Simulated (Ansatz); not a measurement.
Base system: TiAl (space group P4/mmm, No. 123; a = 2.8239 Å, c = 4.0746 Å; relaxed with 0.1 eV smearing). Axes: x, y, z lie along a, b, c of the conventional cell.

Method: plane-wave PAW DFT at the PBE level (Ansatz, a first-principles code, 420 eV), no SOC, earlier PAW set.

The change: biaxial strain −3.22 %, plane normal [001], relaxed out of plane (Cartesian); in-plane vectors clamped, the third vector and the atoms free.

What happens to the in-plane stress?

The mean in-plane stress (compression positive) is +6.2 GPa.

How does this affect the out-of-plane strain?

The out-of-plane strain amounts to +3.17 %.

No phonon test of stability was made. The final runs are not spin-polarised.
